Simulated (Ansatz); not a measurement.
## Ga interstitial in zinc-blende GaAs

Computed with PBE, PAW (plane waves to 420 eV; Ansatz, a quantum-chemistry and plane-wave program). The supercell holds 64 host sites (2×2×2 repeats of a cell of 8 atoms), with a 2×2×2 shifted k-point sampling for the final energies. Site at the start: void with 4As nearest. Charged cells carry a point-charge image correction with potential alignment at far atoms. Dielectric constants: PBE linear response of the host. Host gap at this level: 0.16 eV. Finite-size and sampling errors can reach tenths of an eV here. PBE closes or nearly closes this host's gap, so even the neutral cell can hold carriers in host bands. Spin–orbit coupling is left out. Each state is the lowest found from its start.

Formation energies E_f are given with the Fermi level at the valence-band maximum. Chemical conditions: As-rich (Δμ(Ga) = -0.70 eV; only phases computed here count, gases as isolated molecules at 0 K); Ga-rich (Δμ(Ga) = 0.00 eV; only phases computed here count, gases as isolated molecules at 0 K). Reference phases: Ga: alpha gallium.

The name describes the start; the neighbours show where the atoms ended.

Charges with a result: +3, +2, +1, 0. Others weren't obtained, and one of them could lie lower, also by skipping a charge.

| charge | moment (μB) | largest move off a lattice site (Å) | neighbours of the last Ga atom of the defect at the end (Å) | image correction with alignment (eV) | E_f, As-rich (eV) | E_f, Ga-rich (eV) |
|---|---|---|---|---|---|---|
| +3† | not spin-polarised | 0.20 | As 2.53, As 2.53, As 2.53, As 2.53 | 1.23 | – | – |
| +2† | 1.0 | 0.16 | As 2.56, As 2.56, As 2.56, As 2.56 | 0.67 | – | – |
| +1† | not spin-polarised | 0.13 | As 2.60, As 2.60, As 2.60, As 2.60 | 0.26 | – | – |
| 0† | quenched | 0.13 | As 2.60, As 2.60, As 2.60, As 2.60 | 0.00 | 3.43 | 2.72 |

† Not settled in this cell, so no level is given: charge +3: a level filled in part, carriers not clearly localised, level within 0.1 eV of a band edge or past it; charge +2: a level filled in part, carriers not clearly localised, level within 0.1 eV of a band edge or past it; charge +1: carriers not clearly localised; charge 0: a level filled in part, carriers not clearly localised, level within 0.1 eV of a band edge or past it.

Starting moments that weren't kept: charge 0 began with 1 μB and ended with 0.0.

Not the lowest form: the same atoms on another site or from another start ended lower, by 0.14 eV at charge +1; by 0.24 eV at charge 0.

Flagged in the runs: a strain field that reaches the edge of the cell.
